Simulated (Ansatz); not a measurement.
Worked example: self-consistent single point of TiO2 (Pbca, 24 atoms in the cell) in Ansatz (an electronic-structure program).

Level of theory: PBE, PAW files (plane waves; Ansatz).

```yaml
crystal:
  lattice:
    - [5.26652, 0.00000, 0.00000]
    - [0.00000, 9.40383, 0.00000]
    - [0.00000, 0.00000, 5.58359]
  atoms:
    - { symbol: Ti, position: [0.13791, 0.37103, 0.40258] }
    - { symbol: Ti, position: [0.86209, 0.62897, 0.59742] }
    - { symbol: Ti, position: [0.36209, 0.62897, 0.90258] }
    - { symbol: Ti, position: [0.63791, 0.37103, 0.09742] }
    - { symbol: Ti, position: [0.63791, 0.12897, 0.59742] }
    - { symbol: Ti, position: [0.36209, 0.87103, 0.40258] }
    - { symbol: Ti, position: [0.86209, 0.87103, 0.09742] }
    - { symbol: Ti, position: [0.13791, 0.12897, 0.90258] }
    - { symbol: O, position: [0.46471, 0.26971, 0.38999] }
    - { symbol: O, position: [0.53529, 0.73029, 0.61001] }
    - { symbol: O, position: [0.03529, 0.73029, 0.88999] }
    - { symbol: O, position: [0.96471, 0.26971, 0.11001] }
    - { symbol: O, position: [0.96471, 0.23029, 0.61001] }
    - { symbol: O, position: [0.03529, 0.76971, 0.38999] }
    - { symbol: O, position: [0.53529, 0.76971, 0.11001] }
    - { symbol: O, position: [0.46471, 0.23029, 0.88999] }
    - { symbol: O, position: [0.81663, 0.01048, 0.85119] }
    - { symbol: O, position: [0.18337, 0.98952, 0.14881] }
    - { symbol: O, position: [0.68337, 0.98952, 0.35119] }
    - { symbol: O, position: [0.31663, 0.01048, 0.64881] }
    - { symbol: O, position: [0.31663, 0.48952, 0.14881] }
    - { symbol: O, position: [0.68337, 0.51048, 0.85119] }
    - { symbol: O, position: [0.18337, 0.51048, 0.64881] }
    - { symbol: O, position: [0.81663, 0.48952, 0.35119] }
```

Reference input (self-consistent single point, DFT, PBE, plane waves, PAW files): basis.ecutwfc = 420 eV; kpoints.mp_grid.grid = 3 2 3; hamiltonian.xc = pbe; hamiltonian.pseudopotentials = {kind: paw} (the program's default PAW files); scf.occupations.method = fixed. This run's input differs from it in these lines:

Ansatz 0.2 input:
```diff
@@ -33,2 +33,3 @@
   ecutwfc: 420.0
+  ecutrho_ratio: 2
 kpoints:
```

The program printed (abridged):

```
SCF iter   1: F=—  HF=-29109.643426 eV  |F-HF|=—  |Δ(HF+E_count)|=         —  Δρ=5.36e-2  dr2=8.02e0  ethr=3.10e-3  ⟨swp⟩=3.0  Hψ=2763  notcnv=0  defer=129
all-band conjugate gradients solve this SCF's bands
preconditioner: auto → Resta (q_TF=auto, 2.567 Å⁻¹)
SCF iter   2: F=—  HF=-29109.359697 eV  |F-HF|=—  |Δ(HF+E_count)|=   2.84e-1  Δρ=3.37e-2  dr2=2.69e0  ethr=3.10e-3  ⟨swp⟩=2.0  Hψ=1520  notcnv=0  defer=129
   [... lines left out ...]
SCF iter   7: F=—  HF=-29109.298628 eV  |F-HF|=—  |Δ(HF+E_count)|=   8.07e-4  Δρ=3.28e-4  dr2=2.25e-4  ethr=6.08e-6  ⟨swp⟩=2.1  Hψ=1284  notcnv=0  defer=176
SCF iter   8: F=—  HF=-29109.298959 eV  |F-HF|=—  |Δ(HF+E_count)|=   3.31e-4  Δρ=5.71e-5  dr2=1.16e-5  ethr=1.17e-7  ⟨swp⟩=2.0  Hψ=1390  notcnv=0  defer=176
SCF iter   9: F=—  HF=-29109.298800 eV  |F-HF|=—  |Δ(HF+E_count)|=   1.59e-4  Δρ=1.54e-5  dr2=7.87e-7  ethr=6.03e-9  ⟨swp⟩=2.0  Hψ=1565  notcnv=0  defer=131
SCF iter  10: F=-29109.298800 eV  HF=-29109.298800 eV  |F-HF|=1.16e-8  |Δ(HF+E_count)|=   3.51e-7  Δρ=3.43e-6  dr2=4.74e-8  ethr=5.21e-11  ⟨swp⟩=9.9  Hψ=4394  notcnv=0
SCF 1 converged in 10 iterations: F = -29109.298800 eV  dr2 = 4.74e-8
Free energy (F): -29109.298800 eV
Internal energy: -29109.298800 eV  (E = F + TS)
E sigma→0 (E₀):  -29109.298800 eV
Fermi energy:    7.262287 eV
--- Forces (eV/Å), atoms counted from 1 ---
  atom   1  Ti     0.02405930     0.17780801     0.18484066
  atom   2  Ti    -0.02405930    -0.17780801    -0.18484066
  atom   3  Ti    -0.02405930    -0.17780801     0.18484066
  atom   4  Ti     0.02405930     0.17780801    -0.18484066
  atom   5  Ti     0.02405930    -0.17780801    -0.18484066
  atom   6  Ti    -0.02405930     0.17780801     0.18484066
  atom   7  Ti    -0.02405930     0.17780801    -0.18484066
  atom   8  Ti     0.02405930    -0.17780801     0.18484066
  atom   9  O     -0.12032913     0.11512339     0.05868331
   [... lines left out ...]
        0.000000      -0.000000      -9.107773
  P = ⅓ Tr σ = -9.5600 GPa (-95.600 kbar)
  The stress holds the Pulay correction, which leaves out the density cutoff's part. Without it, at fixed plane waves, as pw.x and ABINIT print it …
settings of this run that can trade accuracy for cost: basis.ecutrho_ratio < 4. Do not mix this run's numbers with those of runs without the same settings …
```

The run converged in 10 iterations. Against the reference run the free energy drops by 2.9 meV/atom, the pressure goes from -10.07 to -9.56 GPa, the largest force moves little (0.401 to 0.405 eV/Å) and the gap on the mesh stays at 2.125 eV. The full log also holds: “WARN basis.ecutrho_ratio = 2 (ecutrho = 840 eV) is below the records' recommended cutoff”.

The starting cell comes from a database of computed structures (which also holds hypothetical and non-ambient phases and stackings), without a prior relaxation at this level. Its lattice was rescaled by a random factor within 2.5 % of one. Ansatz's pressure includes its estimate of the finite-basis (Pulay) stress. The cutoff lies below the one recommended for these files.
